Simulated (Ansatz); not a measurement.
## FeO in the rock salt structure (space group Fm-3m, No. 225; ferromagnetic)

```cif
data_FeO
_chemical_formula_sum 'Fe1 O1'
_space_group_name_H-M_alt 'P 1'
_space_group_IT_number 1
_cell_length_a 3.04693
_cell_length_b 3.04693
_cell_length_c 3.04693
_cell_angle_alpha 60.000
_cell_angle_beta 60.000
_cell_angle_gamma 60.000
loop_
_space_group_symop_operation_xyz
  'x, y, z'
loop_
_atom_site_label
_atom_site_type_symbol
_atom_site_fract_x
_atom_site_fract_y
_atom_site_fract_z
_atom_site_occupancy
Fe1 Fe 0.00000 0.00000 0.00000 1
O1 O 0.50000 0.50000 0.50000 1
```

Calculations: PBE (Ansatz, a program for electronic structure, PAW, no spin-orbit coupling). Settings: 19×19×19 k-points, 0.05 eV Fermi–Dirac smearing.

```yaml
volume_per_atom: 10.00 Å³
density: 5.96 g/cm³
band_gap: zero
magnetic_state: ferromagnetic
total_energy: -2523.559 eV/atom (σ→0; compares only within this code and set-up)
```

No phonon test of stability was made. No Hubbard U is applied and the magnetic state is the run's own (FeO ferromagnetic); other magnetic orders, which need larger cells, were not tried and can change the gap. In its common phase, real FeO is an antiferromagnetic insulator at low temperature.
